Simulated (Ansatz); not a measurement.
Base system: Pt in the fcc (Cu type) structure (space group Fm-3m, No. 225; a = 3.9719 Å; relaxed with 0.1 eV smearing).

(Cell as relaxed with PBE.)

Levels (all Ansatz, a program for electronic structure, PAW, earlier PAW set): PBE (420 eV, no spin-orbit coupling); r2SCAN (500 eV, without spin-orbit coupling).

Each level relaxes its own structure.

| base | PBE | r2SCAN |
|---|---|---|
| volume per atom | 15.66 Å³ | 15.31 Å³ |
| lattice parameter a | 397.2 pm | 394.2 pm |
| band gap | zero | zero |

Now apply this change: every lattice vector is shortened by 2.79 %; the atoms relax in the strained cell.

| quantity | PBE | r2SCAN |
|---|---|---|
| pressure | 26.3 GPa | 28.8 GPa |
| energy relative to the base (free energy F) | +96 meV/atom | +102 meV/atom |
| band gap | zero | zero |

PBE's pressure lies 2.5 GPa below r2SCAN's; PBE's energy relative to the base lies 6.6 meV/atom below r2SCAN's; the two agree on the band gap. Neither level is exact; r2SCAN is the comparison here, not a measurement.

Whether these cells are dynamically stable was not tested. All final runs are without spin polarisation.
